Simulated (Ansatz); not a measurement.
Computed with PBE (plane waves to 420 eV, PAW; Ansatz, an electronic-structure program).

Electrostatic potential energy of an electron, averaged over planes parallel to the surface, in eV from the Fermi level, for the (0001) surface of hcp Os, one row in 2 of the top plane missing (bottom of the slab: a bare face, its two planes held):

| z (Å) | V (eV) |
|---|---|
| 3.66 | 5.34 |
| 3.94 | 5.34 |
| 4.22 | 5.34 |
| 4.50 | 5.34 |
| 4.78 | 5.33 |
| 5.06 | 5.31 |
| 5.34 | 5.28 |
| 5.63 | 5.20 |
| 5.91 | 5.05 |
| 6.19 | 4.74 |
| 6.47 | 4.09 |
| 6.75 | 2.74 |
| 7.03 | -0.11 |
| 7.31 | -6.42 |
| 7.59 | -14.40 |
| 7.88 | -20.09 |
| 8.16 | -21.14 |
| 8.44 | -17.12 |
| 8.72 | -9.86 |
| 9.00 | -3.59 |
| 9.28 | -3.42 |
| 9.56 | -9.56 |
| 9.84 | -17.05 |
| 10.13 | -21.51 |
| 10.41 | -21.03 |
| 10.69 | -15.83 |
| 10.97 | -8.25 |
| 11.25 | -3.17 |
| 11.53 | -4.88 |
| 11.81 | -11.85 |
| 12.09 | -18.71 |
| 12.38 | -21.84 |
| 12.66 | -19.79 |
| 12.94 | -13.53 |
| 13.22 | -6.08 |
| 13.50 | -2.71 |
| 13.78 | -6.17 |
| 14.06 | -13.62 |
| 14.34 | -19.83 |
| 14.63 | -21.80 |
| 14.91 | -18.63 |
| 15.19 | -11.77 |
| 15.47 | -4.83 |
| 15.75 | -3.11 |
| 16.03 | -8.12 |
| 16.31 | -15.70 |
| 16.59 | -20.96 |
| 16.88 | -21.53 |
| 17.16 | -17.22 |
| 17.44 | -10.04 |
| 17.72 | -4.46 |
| 18.00 | -4.60 |
| 18.28 | -6.93 |
| 18.56 | -8.42 |
| 18.84 | -7.76 |
| 19.13 | -4.99 |
| 19.41 | -1.21 |
| 19.69 | 1.65 |
| 19.97 | 2.89 |
| 20.25 | 3.49 |
| 20.53 | 3.78 |
| 20.81 | 3.92 |
| 21.09 | 4.00 |
| 21.38 | 4.03 |
| 21.66 | 4.05 |
| 21.94 | 4.06 |
| 22.22 | 4.06 |
| 22.50 | 4.07 |
| 22.78 | 4.07 |
| 23.06 | 4.07 |

Model: 11-atom slab, 10.9 Å thick at the start, 16x8x1 mesh, Fermi-Dirac 0.1 eV, dipole correction, 4 atoms held, the rest relaxed; symmetry of the start imposed; no spin, no spin-orbit, no U. It is one candidate, not shown to be the stable structure of the face.

Question: The surface cell has an area of 13.14 Å². What dipole along the normal does the step between the two vacuum levels imply?

Answer: the top vacuum level lies 1.27 eV below the bottom one; p = −ε₀ A ΔV (ε₀ = 0.005526 e/(V·Å)) gives 0.09 e·Å a cell.
